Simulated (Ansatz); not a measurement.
Consider Ir in the fcc (Cu type) structure (space group Fm-3m, No. 225; relaxed with 0.1 eV smearing).

```
CELL_PARAMETERS angstrom
      0.00000     1.90592     1.90592
      1.90592     0.00000     1.90592
      1.90592     1.90592     0.00000
ATOMIC_POSITIONS crystal
  Ir 0.00000 0.00000 0.00000
```

Cartesian axes are those of the cell as printed.

The values are results of DFT with LDA, PAW potentials and a 420 eV plane-wave cutoff in Ansatz (an electronic-structure program), without spin-orbit coupling, not measurements.

Modification: the cell is scaled by 1.0250 in all directions, atoms relaxed at fixed cell.

Predict the stress tensor and what it implies for the stiffness.

Stress of the strained cell less that of the base (GPa, compression positive):
```
  -24.8     0.0     0.0
    0.0   -24.8     0.0
    0.0     0.0   -24.8
```

Then B = −ΔP/(ΔV/V₀) with ΔV/V₀ = 0.0769 gives secant stiffness values (nonlinear terms included at this strain): B ≈ 323 GPa.

As a check, the harmonic strain energy −½ V₀ Δσ:ε is 80 meV/atom; the computed energy rise is 89 meV/atom.

Stability against distortions was not tested. The final runs are not spin-polarised.
